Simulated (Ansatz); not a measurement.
The parent structure is CuCl in the zinc blende structure (space group F-43m, No. 216).

```yaml
crystal:
  lattice:
    - [0.00000, 2.71204, 2.71204]
    - [2.71204, 0.00000, 2.71204]
    - [2.71204, 2.71204, 0.00000]
  atoms:
    - { symbol: Cu, position: [0.00000, 0.00000, 0.00000] }
    - { symbol: Cl, position: [0.75000, 0.75000, 0.75000] }
```

Computed with plane-wave PAW DFT at the PBE level (Ansatz, an electronic-structure program, 420 eV), no spin-orbit coupling.

Its conduction minimum is a single valley at Γ with mass 0.22 mₑ.

One thing is altered: 0.199 electrons added to each cell, a density of 5.0×10^21 cm⁻³, with a uniform compensating background at fixed cell and a 300 K Fermi–Dirac width.

**Question.** Where would a parabolic band put the Fermi level, and where does the calculation put it?

**Answer.** k_F = (3π²n)^(1/3) = 0.529 Å⁻¹, so ħ²k_F²/2m = 4.9 eV above the band edge at zero temperature. The calculation gives 1.95 eV (to 0.05 eV): the band is strongly non-parabolic or higher valleys fill at this density.

Carriers are added with a uniform compensating background; total energy and stress of such cells depend on the potential's zero and are not compared; many-body gap narrowing is missing at this level. The levels and masses belong to the bands next to the band gap. Masses are band curvatures over ±0.01 Å⁻¹ around the edge. No phonon test of stability was made. No Hubbard U is applied. All final runs are without spin polarisation.
